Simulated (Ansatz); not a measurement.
**Converging the plane-wave cutoff: LaBi (I4mm, 2 atoms in the cell)**

```yaml
crystal:
  lattice:
    - [0.00000, 3.34826, 3.34826]
    - [3.34826, 0.00000, 3.34826]
    - [3.34826, 3.34826, 0.00000]
  atoms:
    - { symbol: La, position: [0.50747, 0.50747, 0.49253] }
    - { symbol: Bi, position: [0.00000, 0.00000, 0.00000] }
```

Method of the run: PBEsol, default PAW files made with PBE (plane waves; Ansatz, a first-principles code).

Base settings: basis.ecutwfc = 30.9 Ry; kpoints.mp_grid.grid = 9 9 9; hamiltonian.xc = pbesol; hamiltonian.pseudopotentials = {kind: paw} (the program's default PAW files); scf.occupations.method = gaussian; scf.occupations.width = 0.0073 Ry.

The second cell is the first with its lattice scaled by 0.98.

The mesh stays at the base's, so the ladder's end is converged at best in this setting alone.

The first pressure column holds Ansatz's estimate of the finite-basis (Pulay) stress, which hides part of the cutoff error; the other is without it.

Only quantities that move along the ladder and can be compared are tabulated.

The count of work is k-points × plane waves × bands × iterations; it is no time. 

The starting cell comes from a database of computed structures (which also holds hypothetical and non-ambient phases and stackings), without a prior relaxation at this level. Its lattice was rescaled by up to half a per cent. One atom was moved a little off its site on purpose.

Steps (basis.ecutwfc): 10.7 Ry; 12.5 Ry; 14 Ry; 15.4 Ry; 16.9 Ry; 18.4 Ry; 21.7 Ry; 24.6 Ry; 27.9 Ry; 30.9 Ry; 33.8 Ry; 37.1 Ry; 41.5 Ry; 46.3 Ry; 54 Ry; 61.7 Ry; 74.2 Ry.

### Question
What is the coarsest basis.ecutwfc that holds the pressure within 0.1 GPa of the last step, with all finer ones?

### Answer
21.7 Ry, at 0.19 of the last step's count of work; the step before is off by 0.17 GPa.

### Question
What is the coarsest basis.ecutwfc that holds the energy of the compressed cell less the first within 0.2 meV/atom of the last step, with all finer ones?

### Answer
24.6 Ry, at 0.19 of the last step's count of work; the step before is off by 0.84 meV/atom.

### Question
What is the coarsest basis.ecutwfc that holds the forces within 0.02 eV/Å of the last step, with all finer ones?

### Answer
16.9 Ry, at 0.13 of the last step's count of work; the step before is off by 0.11 eV/Å.

```csv
basis.ecutwfc,free energy less the last step's (meV/atom),energy of the compressed cell less the first (meV/atom),pressure (GPa),pressure without the Pulay estimate (GPa),largest difference of a force vector from the last step's (eV/Å),count of work / last
10.7 Ry,41914.37,430.53,5.20,-659.76,0.232,0.073
12.5 Ry,16280.53,-19.46,-3.48,-308.19,0.033,0.071
14 Ry,7418.67,37.04,0.11,-158.88,0.010,0.096
15.4 Ry,3492.40,-52.75,-1.49,-84.58,0.112,0.11
16.9 Ry,1551.05,-32.15,-3.14,-43.63,0.002,0.13
18.4 Ry,674.80,-23.57,-2.70,-22.94,0.001,0.13
21.7 Ry,88.22,-20.68,-2.87,-6.48,0.001,0.19
24.6 Ry,11.32,-21.59,-2.86,-3.46,0.000,0.19
27.9 Ry,1.49,-21.47,-2.87,-2.90,0.000,0.22
30.9 Ry,0.92,-21.50,-2.87,-2.88,0.000,0.26
33.8 Ry,0.53,-21.50,-2.87,-2.88,0.000,0.30
37.1 Ry,0.27,-21.51,-2.87,-2.88,0.000,0.34
41.5 Ry,0.18,-21.51,-2.87,-2.87,0.000,0.41
46.3 Ry,0.14,-21.51,-2.87,-2.87,0.000,0.49
54 Ry,0.10,-21.51,-2.87,-2.87,0.000,0.62
61.7 Ry,0.06,-21.51,-2.87,-2.87,0.000,0.74
74.2 Ry,0.00,-21.52,-2.87,-2.87,0.000,1.0
```

The energy difference between the two cells stays within 1 meV/atom of the last step's from 21.7 Ry on, the total only from 30.9 Ry on: much of the error is common to both cells and cancels.

At the lowest cutoff the pressure without the Pulay estimate lies 657 GPa under the last step's, the usual sign of Pulay stress in an incomplete plane-wave basis.

Keys are those of Ansatz 0.2.
